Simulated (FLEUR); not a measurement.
FLEUR run on NbN (Fm-3m, 2 atoms in the cell): self-consistent single point.

Level of theory: PBE, all-electron FLAPW (FLEUR), scalar-relativistic valence with spin-orbit coupling in second variation (FLEUR).

```xyz
2
Lattice="0.0000 2.2144 2.2144 2.2144 0.0000 2.2144 2.2144 2.2144 0.0000" Properties=species:S:1:pos:R:3 pbc="T T T"
Nb     2.2144     2.2144     2.2144
N      0.0000     0.0000     0.0000
```

Reference input (self-consistent single point, DFT, PBE, all-electron FLAPW (FLEUR), scalar-relativistic valence): Kmax = 4.4 1/bohr; GmaxXC = 13.2 1/bohr; xcFunctional = pbe; jspins = 1; l_soc = F; mode = gauss; fermiSmearingEnergy = 0.00183747 Htr; mesh (inpgen div1-3) = 13 13 13; inpgen gamma flag = false; Gmax = 13.2 1/bohr; numbands = 0; maxIterBroyd = 15. This run's input differs from it in these lines:

```diff
@@ -15,2 +15,3 @@
 &kpt div1=13 div2=13 div3=13 /
+&soc 0.0 0.0 /
 &end /
@@ -28,5 +29,5 @@
       <magnetism jspins="1"/>
-      <soc l_soc="F" theta="0.0" phi="0.0" spav="F"/>
+      <soc l_soc="T" theta="0.0" phi="0.0" spav="F"/>
       <expertModes spex="0" secvar="F"/>
-      <geometryOptimization l_f="T" forcealpha="1.0" forcemix="BFGS" epsdisp="0.00001" epsforce="0.00001"/>
+      <geometryOptimization l_f="F" forcealpha="1.0" forcemix="BFGS" epsdisp="0.00001" epsforce="0.00001"/>
       <ldaU l_linMix="F" mixParam="0.05" spinf="1.0"/>
```

The program printed (abridged):

```
 Iteration:     1   Distance:      32.52001262 me/bohr^3
 Iteration:     2   Distance:      27.21314890 me/bohr^3
 Iteration:     3   Distance:       9.11812969 me/bohr^3
 Iteration:     4   Distance:      10.70472977 me/bohr^3
 Iteration:     5   Distance:       1.42024449 me/bohr^3
   [... 8 lines left out ...]
 Iteration:    14   Distance:       0.00001611 me/bohr^3
 Iteration:    15   Distance:       0.00001310 me/bohr^3
 Iteration:    16   Distance:       0.00001178 me/bohr^3
 Iteration:    17   Distance:       0.00000581 me/bohr^3
 Run finished successfully
 Stop message:
   all done

[file out, last iteration]
             iter=     17
[...]
          total density-effective poten   -6.2933762663E+03
          total charge density-energy d   -1.2600790530E+02
 Updated energy parameters for spin:           1
[...]
 fermi energy and band-weighting factors:
   [... 5 lines left out ...]

[...]
FERMIE:
          first approx. to ef    (T=0)  :   0.611063 htr   (energy of the highest occ. eigenvalue)
          number of occ. states  (T=0)  :       5444
          first approx. to seigv (T=0)  :  -6.006694 htr
          sum of weights of occ. states :  18.001821
          sum of semicore charge        :   0.000000 e
          fermi energy=   0.61018 har   work function= -16.60383 ev
          number of valence electrons=  36.00000
   [... lines left out ...]
     k-point=   42
     k-point=   43
     k-point=   44
     k-point=   45
     k-point=   46
     k-point=   47
     k-point=   48
     k-point=   49
     k-point=   50
     k-point=   51
     k-point=   52
     k-point=   53
     k-point=   54
     k-point=   55
     k-point=   56
     k-point=   57
     k-point=   58
     k-point=   59
     k-point=   60
     k-point=   61
     k-point=   62
     k-point=   63
     k-point=   64
```

The run converged in 17 iterations. 

The starting cell comes from a database of computed structures (which also holds hypothetical and non-ambient phases and stackings), without a prior relaxation at this level. Its lattice was rescaled by a random factor within 2.5 % of one. Values depend on the basis (sphere radii, cutoffs, local orbitals), which need not be converged.

Cost on one core of a shared machine: roughly 2 min.
